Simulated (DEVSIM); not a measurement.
System: Schottky contact on n-type Si, at 400 K.

Layer 1 from the left is Si, thickness (μm) 0.790, Nd (cm⁻³) 7.9e16, τn (s) 8.7e-6, τp (s) 8.7e-6.

Left contact: Schottky, work function 4.81 eV, emission velocity 2.4e6 cm/s. Right contact: ohmic. Voltage is applied to the left contact. Recombination: SRH at mid-gap, radiative, Auger. Gap narrowing is on: ΔEg = 6.92 meV × (l + √(l² + 0.5)), l = ln(N/1.3e17 cm⁻³), shared equally by both band edges. Mobility is constant in doping.

Constants are typed, rounded textbook-type inputs, not results; the design itself was drawn at random and stands for no fabricated device. Values at 300 K; Nc and Nv go as T^1.5, mobilities as T to minus their exponent, the gap by Varshni's rule with the affinity fixed.

Si: gap (eV) 1.124, affinity (eV) 4.05, permittivity 11.7, Nc (cm⁻³) 2.86e19, Nv (cm⁻³) 3.1e19, μn (cm²/Vs) 1417, μp (cm²/Vs) 470, T exponent of μn 2.3, T exponent of μp 2.2, B (cm³/s) 4.7e-15, Cn (cm⁶/s) 2.8e-31, Cp (cm⁶/s) 9.9e-32, Varshni α (eV/K) 0.000473, Varshni β (K) 636.

DEVSIM, 1D drift-diffusion, Boltzmann statistics, complete ionisation; no tunnelling, impact ionisation, image-force lowering or self-heating. Metal contacts follow the ideal Schottky-Mott rule: no Fermi-level pinning, no interface dipoles.

Dark forward current:

| |V| (V) | |J| (A/cm²) |
|---|---|
| 0.05 | 0.01479 |
| 0.10 | 0.07773 |
| 0.15 | 0.3454 |
| 0.20 | 1.483 |
| 0.25 | 6.305 |
| 0.30 | 26.61 |
| 0.35 | 110.3 |
| 0.40 | 429.7 |
| 0.45 | 1418 |
| 0.50 | 3553 |

Task: Work out the local ideality factor n = ΔV / (kT/q · ln(J2/J1)) between the rows 0.15 and 0.20 V, 0.45 and 0.50 V.

Result: kT/q = 34.47 mV. From 0.15 to 0.20 V: ln(1.483/0.3454) = 1.457, n = 1.00, near the 1 of diffusion or emission over a barrier. From 0.45 to 0.50 V: ln(3553/1418) = 0.919, n = 1.58; the layers' resistance at their doping, Σ W/(qμN) = 8.5e-6 Ω cm², would take 18 mV of this step of 50 mV.

Task: Estimate the current at 0.25 V for emission alone, J0 = q v N_band exp(−φB/kT), and read the barrier back from the simulated current.

Result: φB = 0.760 eV, N_band = 4.40e19 cm⁻³, J0 = 0.00450 A/cm²; J = J0 (exp(qV/kT) − 1) = 6.35 A/cm². The simulation gives 6.30 A/cm², the same within the digits that matter. Read backwards, the simulated current gives an apparent barrier of 0.760 eV. The estimate leaves out transport through the depletion region and minority injection.
